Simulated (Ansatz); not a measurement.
A computed series for LiNbO3: pressure series

Take LiNbO₃ (space group R3c, No. 161; a = 5.190 Å, c = 14.016 Å (hexagonal axes)) as the base.

Cell and atoms are relaxed at each pressure.

Calculations: PBE in Ansatz (plane waves to 420 eV, PAW, spin-orbit coupling left out), earlier PAW set.

Candidates:
(a) pressure 30 GPa
(b) pressure 45 GPa
(c) pressure 1.8 GPa

Base values:

| Item | Result |
|---|---|
| Width of the top valence band | 0.31 eV |

Q: Order them by width of the top valence band, lowest first.

A: (c) pressure 1.8 GPa (0.30 eV), (a) pressure 30 GPa (0.36 eV), (b) pressure 45 GPa (0.53 eV)

The levels and masses belong to the bands next to the band gap. Load acts through the strain it causes; cell and atoms are relaxed under it. Stability against distortions was not tested. Competing high-pressure phases were not computed.

Ansatz is a program for electronic structure.
